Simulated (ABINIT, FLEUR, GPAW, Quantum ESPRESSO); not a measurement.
# Bulk modulus against equilibrium volume of rock-salt MgO (space group 225) over programs and functionals

Each row is a third-order Birch-Murnaghan fit to seven to nine volumes of rock-salt MgO (space group 225) in one program and functional, each with its own basis, cutoff and mesh; V0 is in Å^3/atom and B0 in GPa. Along one equation of state d ln B/d ln V = -B', so if levels differed mainly by where they put the minimum, ln B0 would fall on a line in ln V0 with a slope near -B0'.

| program, functional, potentials | ln V0 | ln B0 | V0 (Å^3/atom) | B0 (GPa) |
|---|---|---|---|---|
| ABINIT, LDA, PseudoDojo | 2.197 | 5.149 | 9.00 | 172.3 |
| FLEUR, LDA, all-electron | 2.199 | 5.152 | 9.01 | 172.7 |
| Quantum ESPRESSO, LDA, GBRV | 2.200 | 5.149 | 9.02 | 172.2 |
| GPAW, LDA, PAW | 2.200 | 5.150 | 9.03 | 172.4 |
| ABINIT, PBEsol, PseudoDojo | 2.236 | 5.060 | 9.35 | 157.5 |
| Quantum ESPRESSO, PBEsol, GBRV | 2.238 | 5.060 | 9.37 | 157.5 |
| GPAW, PBEsol, PAW | 2.241 | 5.065 | 9.41 | 158.3 |
| ABINIT, PBE, PseudoDojo | 2.263 | 5.005 | 9.61 | 149.2 |
| GPAW, PBE, PAW | 2.265 | 5.015 | 9.63 | 150.7 |
| Quantum ESPRESSO, PBE, GBRV | 2.265 | 5.006 | 9.63 | 149.3 |
| Quantum ESPRESSO, PBE, PSlibrary PAW | 2.266 | 5.003 | 9.64 | 148.8 |
| FLEUR, PBE, all-electron | 2.271 | ? | 9.69 | ? |

Fit ln B0 of the 11 rows that show it with a straight line. With u = ln V0 - 2.234, the rows have u = -0.037000, -0.035000, -0.034000, -0.034000, 0.002000, 0.004000, 0.007000, 0.029000, 0.031000, 0.031000, 0.032000. Means: u -0.00036364, ln B0 5.0740. About the means, the sum of products is -0.018996 and the sum of squares of u is 0.0087605; the slope is their ratio. Least squares gives ln B0 = 5.0732 - 2.168·u. Residuals (row less fit): -0.0044, 0.0029, 0.0021, 0.0031, -0.0089, -0.0045, 0.0070, -0.0053, 0.0090, 0.0000, -0.0008; standard error 0.0058 (degrees of freedom: 9). The slope is -2.2; the rows' own B0' run from 4.0 to 4.1, so the line is flatter than -B0': at one and the same volume the levels with the larger V0 are the stiffer ones.

Problem. Predict the withheld ln B0 at ln V0 = 2.271 from the fit, and compare with the calculation.

Solution. u = 0.037000, so ln B0 = 5.0732 - 2.168 × 0.037000 = 4.9930. The calculation gives 5.009, 0.0160 above the prediction (10.7 % of the range of ln B0 in the table). The row lies outside the fitted rows, so this is an extrapolation. From the scatter of the fitted rows alone, a prediction at this place has a standard error of 0.0065, so the miss is 2.5 times that.

The runs keep the symmetry of the cell, so they don't test it for distortions. FLEUR's values depend on its sphere radii, cutoffs and local orbitals, which need not be converged. Spin polarisation is off; occupations are Fermi-Dirac, smeared by 0.05 eV in metals and 0.01 eV otherwise. Cutoffs and mesh are single choices, not tested for convergence of this quantity. No row is a reference.
